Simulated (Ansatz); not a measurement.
We consider SnC (model structure, started from the wurtzite type, P6₃mc, No. 186, 4 atoms in the cell), described by LDA (plane waves, PAW; Ansatz, a first-principles code).

Numerical settings: plane-wave cutoff 520 eV, 12×12×6 k mesh (along the axes of the cell as run), Fermi–Dirac smearing 0.01 eV, scalar-relativistic PAW data made under PBE.

Cell (relaxed at this level):

```
SnC
1.0
    3.52550     0.00000     0.00000
   -1.76275     3.05317     0.00000
    0.00000     0.00000     5.77540
Sn C
2 2
Cartesian
  1.76275   1.01772   0.00155
  0.00000   2.03545   2.88925
  1.76275   1.01772   3.60923
  0.00000   2.03545   0.72153
```

Estimate the band gap that the calculation returns.


* **band gap**: 1.14 eV

Note: the relaxation could raise the start's symmetry but not lower it, so the cell can be a saddle point.

Spin–orbit coupling is not included.

Computed values are for the static lattice.

It cost about 11 core-seconds (a rough figure) of CPU time.

A model structure was made by putting elements into a prototype or built by hand; it is no filed structure, need not be a known phase, and can be a saddle point held by its symmetry.
